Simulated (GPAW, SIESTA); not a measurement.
A GPAW input for a self-consistent single point of PtAl₂ (Fm-3m, 3 atoms in the cell) (DFT PBEsol, plane waves, GPAW PAW datasets PBEsol (made by gpaw-setup)):

```python
from ase import Atoms
from ase.units import GPa
from gpaw import GPAW, PW, FermiDirac

atoms = Atoms(['Al', 'Al', 'Pt'],
              cell=[[0.000000, 2.976276, 2.976276],
                    [2.976276, 0.000000, 2.976276],
                    [2.976276, 2.976276, 0.000000]],
              scaled_positions=[[0.250000, 0.250000, 0.250000],
                                [0.750000, 0.750000, 0.750000],
                                [0.000000, 0.000000, 0.000000]],
              pbc=True)

calc = GPAW(mode=PW(600),
            xc='PBEsol',
            kpts=(7, 7, 7),
            occupations=FermiDirac(0.1),
            nbands=-11,
            convergence={'density': 1e-05},
            symmetry={'symmorphic': False, 'tolerance': 0.0005},
            maxiter=150)

atoms.calc = calc

energy = atoms.get_potential_energy()
print('Energy (eV):', round(energy, 6))
forces = atoms.get_forces()
print('Forces (eV/Ang):')
print(forces.round(5))
stress = atoms.get_stress()
print('Stress (GPa, Voigt):', (stress / GPa).round(4))
```

Task: Write the same calculation as an input for SIESTA.

Result: This is the input that was run; spellings and numerical settings could be chosen otherwise.

```
# files in the folder: Al.psml Pt.psml (PseudoDojo PBEsol standard)
SystemName  PtAl2
SystemLabel ptal2

NumberOfAtoms                3
NumberOfSpecies              2
%block ChemicalSpeciesLabel
  1 13 Al
  2 78 Pt
%endblock ChemicalSpeciesLabel
LatticeConstant              1.0 Bohr
%block LatticeVectors
     0.000000000    5.624346511    5.624346511
     5.624346511    0.000000000    5.624346511
     5.624346511    5.624346511    0.000000000
%endblock LatticeVectors
AtomicCoordinatesFormat      Fractional
%block AtomicCoordinatesAndAtomicSpecies
     0.250000000    0.250000000    0.250000000  1
     0.750000000    0.750000000    0.750000000  1
     0.000000000    0.000000000    0.000000000  2
%endblock AtomicCoordinatesAndAtomicSpecies

XC.functional                GGA
XC.authors                   PBEsol
PAO.BasisSize                DZP
PAO.EnergyShift              0.01 Ry
MeshCutoff                   350 Ry
%block kgrid.MonkhorstPack
    7   0   0  0.0
    0   7   0  0.0
    0   0   7  0.0
%endblock kgrid.MonkhorstPack
OccupationFunction           FD
ElectronicTemperature        100.0 meV

MaxSCFIterations             150
SCF.Mixer.Method             Pulay
SCF.Mixer.Weight             0.25
SCF.Mixer.History            8
SCF.DM.Tolerance             1.0E-04
Diag.ParallelOverK           true
WriteForces                  true
```

Basis settings and potentials, where a program has them, do not carry over. This input uses DFT, GGA PBEsol, numerical atomic orbitals DZP, PseudoDojo PBEsol standard norm-conserving potentials (rewritten from UPF to PSML). Both were run: pressure -3.25 GPa in GPAW and -3.09 in SIESTA.

On SIESTA: the starting cell has typed, rounded lattice constants, without a prior relaxation at this level. Its lattice was rescaled by a random factor within 2.5 % of one. Spin polarisation is off. Values carry the incompleteness of an atom-centred basis. With a pressure of about -3 GPa the cell is away from its equilibrium volume at this level.

On GPAW: the starting cell has typed, rounded lattice constants, without a prior relaxation at this level. Its lattice was rescaled by a random factor within 2.5 % of one. Spin polarisation is off. With a pressure of about -3 GPa the cell is away from its equilibrium volume at this level.
